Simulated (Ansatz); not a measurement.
# Parameter sweep on GeW (P6/mmm, 6 atoms in the cell)

```
CELL_PARAMETERS angstrom
      5.61147     0.00000     0.00000
     -2.80573     4.85967     0.00000
      0.00000     0.00000     4.52797
ATOMIC_POSITIONS crystal
  W  0.50000 0.00000 0.00000
  W  0.50000 0.50000 0.00000
  W  0.00000 0.50000 0.00000
  Ge 0.00000 0.00000 0.00000
  Ge 0.33333 0.66667 0.50000
  Ge 0.66667 0.33333 0.50000
```

Base run A: Ansatz (a program for electronic structure) with PBE, self-consistent single point.

Its settings: kpoints.mp_grid.grid = 4 4 4; hamiltonian.xc = pbe; hamiltonian.pseudopotentials = {kind: paw} (the program's default PAW files); scf.occupations.method = gaussian; scf.occupations.width = 0.05 eV.

The starting cell was generated: these elements placed on a structure prototype, without a prior relaxation; it need not be a known phase or ordering of this composition. Spin-orbit coupling is off. Spin polarisation is off. In the base run, with a pressure of about -15 GPa the cell is away from its equilibrium volume at this level. Ansatz's pressure includes its estimate of the finite-basis (Pulay) stress. Without a gap this mesh is coarse (it stands for a supercell whose shortest vector is 18 Å).

ΔF is the free energy per atom less that of run A. 

Run A gave: pressure (GPa) -14.53; iterations 7.

Runs:
- B: scf.mixing.preconditioner: default (the program chose LDOS) → none
- C: scf.mixing.preconditioner: default (the program chose LDOS) → kerker
- D: scf.mixing.preconditioner: default (the program chose LDOS) → kerker_dos
- E: scf.mixing.preconditioner: default (the program chose LDOS) → resta; scf.mixing.eps_inf: default → 10
- F: scf.mixing.preconditioner: default (the program chose LDOS) → ldos
- G: scf.mixing.preconditioner: default (the program chose LDOS) → local_kerker
- H: scf.mixing.preconditioner: default (the program chose LDOS) → kerker; scf.mixing.q_tf: default → 0.2
- I: scf.mixing.preconditioner: default (the program chose LDOS) → kerker; scf.mixing.q_tf: default → 0.5
- J: scf.mixing.preconditioner: default (the program chose LDOS) → kerker; scf.mixing.q_tf: default → 1.5

### Question
Which runs reach the base run's state, and which is quickest in iterations?

### Answer
Runs B, C, D, E, F, G, H, I, J ended on the same solution as A (within 1 meV/atom). The fewest iterations to that state were 6 (G); the most were 9.

```
run  ΔF (meV/atom)  pressure (GPa)  iterations
---  -------------  --------------  ----------
A             0.00          -14.53           7
B             0.00          -14.53           7
C             0.00          -14.53           9
D             0.00          -14.53           8
E             0.00          -14.53           8
F             0.00          -14.53           7
G             0.00          -14.53           6
H             0.00          -14.53           7
I             0.00          -14.53           7
J             0.00          -14.53           7
```

Keys are those of Ansatz 0.2.
